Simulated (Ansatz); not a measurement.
All values below come from PBE (plane waves to 420 eV, PAW; Ansatz, a quantum-chemistry and plane-wave program).

Plane-averaged electrostatic potential energy along the normal, in eV from the Fermi level, for a constructed model of the (111)A surface of 3C silicon carbide, Si-terminated, (√3x√3)R30° Ag adatom at T4 (bottom of the slab: 3 H on 3 bottom sites):

| z (Å) | V (eV) |
|---|---|
| 3.72 | 3.19 |
| 4.01 | 3.19 |
| 4.30 | 3.19 |
| 4.58 | 3.19 |
| 4.87 | 3.19 |
| 5.16 | 3.19 |
| 5.44 | 3.18 |
| 5.73 | 3.18 |
| 6.02 | 3.18 |
| 6.30 | 3.17 |
| 6.59 | 3.16 |
| 6.88 | 3.12 |
| 7.16 | 3.01 |
| 7.45 | 2.75 |
| 7.73 | 2.04 |
| 8.02 | 0.22 |
| 8.31 | 0.33 |
| 8.59 | -0.18 |
| 8.88 | -5.55 |
| 9.17 | -12.05 |
| 9.45 | -15.69 |
| 9.74 | -15.18 |
| 10.03 | -12.84 |
| 10.31 | -8.24 |
| 10.60 | -2.69 |
| 10.89 | -0.12 |
| 11.17 | -1.38 |
| 11.46 | -7.09 |
| 11.74 | -13.43 |
| 12.03 | -16.25 |
| 12.32 | -15.12 |
| 12.60 | -12.34 |
| 12.89 | -7.23 |
| 13.18 | -1.93 |
| 13.46 | 0.00 |
| 13.75 | -2.10 |
| 14.04 | -8.25 |
| 14.32 | -14.29 |
| 14.61 | -16.25 |
| 14.90 | -14.66 |
| 15.18 | -11.51 |
| 15.47 | -6.15 |
| 15.76 | -1.37 |
| 16.04 | -0.09 |
| 16.33 | -2.78 |
| 16.61 | -8.69 |
| 16.90 | -14.47 |
| 17.19 | -16.40 |
| 17.47 | -14.72 |
| 17.76 | -10.92 |
| 18.05 | -5.26 |
| 18.33 | -0.71 |
| 18.62 | 0.78 |
| 18.91 | 0.44 |
| 19.19 | -0.32 |
| 19.48 | -0.60 |
| 19.77 | -0.08 |
| 20.05 | 1.18 |
| 20.34 | 2.61 |
| 20.62 | 3.42 |
| 20.91 | 3.73 |
| 21.20 | 3.88 |
| 21.48 | 3.95 |
| 21.77 | 3.98 |
| 22.06 | 4.00 |
| 22.34 | 4.00 |
| 22.63 | 4.01 |
| 22.92 | 4.01 |
| 23.20 | 4.01 |
| 23.49 | 4.01 |
| 23.78 | 4.01 |

Slab: 28 atoms, 11.3 Å thick at the start with caps and adatoms (thin: gaps and levels are the slab's own); k 6x6x1, smearing 0.025 eV, dipole-corrected; 6 atoms held, the rest relaxed; symmetry of the start imposed; no spin (no spin-polarised run to compare, though such a face may carry moments), no spin-orbit, no U. The slab shows no gap on its mesh. In PBE it is, or lies within 0.01 eV a 1x1 cell of, the lowest of the 2 structures of its composition computed so far; subsurface sites and larger cells were not tried.

Question: The surface cell has an area of 24.92 Å². What dipole along the normal does the step between the two vacuum levels imply?

Answer: the top vacuum level lies 0.83 eV above the bottom one; p = −ε₀ A ΔV (ε₀ = 0.005526 e/(V·Å)) gives -0.11 e·Å a cell.
